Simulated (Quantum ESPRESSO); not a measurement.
## A series of runs on MgZnCu (Imma, 6 atoms in the cell)

```
MgZnCu
1.0
   -2.49753     2.52804     3.52943
    2.49753    -2.52804     3.52943
    2.49753     2.52804    -3.52943
Mg Zn Cu
2 2 2
Direct
  0.12315   0.87315   0.25000
  0.87685   0.12685   0.75000
  0.50000   0.50000   0.50000
  0.50000   0.00000   0.00000
  0.50000   0.50000   0.00000
  0.00000   0.50000   0.50000
```

Base run A: Quantum ESPRESSO with LDA (PZ), GBRV 1.5 ultrasoft (LDA) pseudopotentials, self-consistent single point.

Its settings: ecutwfc = 50 Ry; ecutrho = 400 Ry; occupations = smearing; smearing = methfessel-paxton; degauss = 0.0147 Ry; potentials = {Mg: mg_lda_v1.4.uspp.F.UPF, Zn: zn_lda_v1.uspp.F.UPF, Cu: cu_lda_v1.2.uspp.F.UPF}; K_POINTS = automatic 5 5 5 0 0 0; conv_thr = 1e-10 Ry.

The starting cell comes from a database of computed structures (which also holds hypothetical and non-ambient phases and stackings), without a prior relaxation at this level. Spin polarisation is off. In the base run, with a pressure of about -6 GPa the cell is away from its equilibrium volume at this level.

ΔF is the free energy per atom less that of run A. 

Run A gave: pressure (GPa) -5.53; largest force (eV/Å) 0.032; iterations 17.

Runs:
- B: diagonalization: default → cg
- C: diagonalization: default → paro
- D: diagonalization: default → rmm-davidson
- E: diagonalization: default → rmm-paro
- F: diago_david_ndim: default → 3
- G: diago_david_ndim: default → 4
- H: diago_full_acc: default → true

Task: Which runs reach the base run's state, and which is quickest in iterations?

Result: Runs B, C, D, E, F, G, H ended on the same solution as A (within 1 meV/atom). The fewest iterations to that state were 15 (C); the most were 25.

| run | ΔF (meV/atom) | pressure (GPa) | largest force (eV/Å) | iterations |
|---|---|---|---|---|
| A | 0.00 | -5.53 | 0.032 | 17 |
| B | 0.00 | -5.52 | 0.032 | 21 |
| C | 0.00 | -5.53 | 0.032 | 15 |
| D | 0.00 | -5.53 | 0.032 | 20 |
| E | 0.00 | -5.52 | 0.032 | 25 |
| F | 0.00 | -5.53 | 0.032 | 16 |
| G | 0.00 | -5.54 | 0.032 | 16 |
| H | 0.00 | -5.54 | 0.032 | 17 |
